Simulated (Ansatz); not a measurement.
The starting structures come from a database of crystals and need not be the phases stable at ambient conditions.

 Where the default PAW files enter, the runs use the earlier of Ansatz's two default sets.

By PBEsol, the system below comes out a metal.

Without scattering a metal conducts by its projected Fermi surface.

Consider the following.

```yaml
crystal:
  lattice:
    - [3.82221, 0.00000, 0.00000]
    - [0.00000, 8.56134, 0.00000]
    - [1.91111, 4.28067, 1.91111]
  atoms:
    - { symbol: Ti, position: [0.00000, 0.00000, 0.00000] }
    - { symbol: Al, position: [0.00000, 0.50000, 0.00000] }
    - { symbol: Al, position: [0.50000, 0.75000, 0.00000] }
    - { symbol: Al, position: [0.50000, 0.25000, 0.00000] }
```

Space group of this cell: I4/mmm. The cell is taken as given; by PBEsol its mean pressure is -0.5 GPa.

The current flows along the normal of the first two printed cell vectors, the (100) plane of the conventional cell. No spin-orbit coupling; the value is a mean over 0.1 eV about the Fermi level.

Q: State the ballistic conductance per area according to PBEsol in Ansatz (a program for electronic structure).

A: 0.55 × 10¹⁵ S/m² for both spins.
